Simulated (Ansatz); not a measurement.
## WSe2, response to strain

Take WSe₂ (space group P6_3/mmc, No. 194; a = 3.230 Å, c = 12.411 Å; layered, stacked along the Cartesian z axis) as the base.

Strains are applied to the cell and any free atomic positions relax.

Level of theory: Ansatz (a program for electronic structure) PBEsol-D3(BJ), no spin-orbit coupling.

Notes on the quantities. energy relative to the base: free energy F.

| isotropic strain (%) | energy relative to the base (meV/atom) |
|---|---|
| 0 | 0.0 |
| 0.6 | 1.5 |
| 1.2 | 5.8 |
| 1.8 | ? |
| 2.4 | 22.0 |
| 3 | 33.5 |

Fit ΔE = Aε² + Bε³ (ε in %) to the rows shown and predict the withheld row.

Least squares on the printed values gives A = 4.22 and B = -0.17 meV/atom (largest residual 0.0 meV/atom); this predicts 12.7 meV/atom, and the run gives 12.7 meV/atom, in agreement.

Stability against distortions was not tested.
